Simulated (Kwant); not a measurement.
Model system: wire with a side stub in a In0.53Ga0.47As two-dimensional gas. Effective mass 0.041 mₑ, grid spacing 2.7 nm, hard walls, nominal width 96 nm (35 grid rows, so walls 97.2 nm apart), one parabolic valley, scattering region 240 nm long along x; energies count from the band bottom; Fermi energy swept from 0.0011464 to 0.013614 eV. Closed stub on one side, 94 nm wide and 160 nm deep.

Constants are typed, rounded textbook-type inputs, not results; the design itself was drawn at random and stands for no fabricated device.

Model: effective-mass tight-binding model on a square grid, one spin, coherent transport at 0 K (Kwant). Conductance is in e²/h.

How many channels do the leads carry at E = 10.1, 11.0, 13.6 meV?

The hard-wall thresholds are n² ħ²π²/(2mW²) = n² × 0.971 meV with W = 97.2 nm. √(10.1/0.971) = 3.22, so 3. √(11.0/0.971) = 3.37, so 3. √(13.6/0.971) = 3.74, so 3.
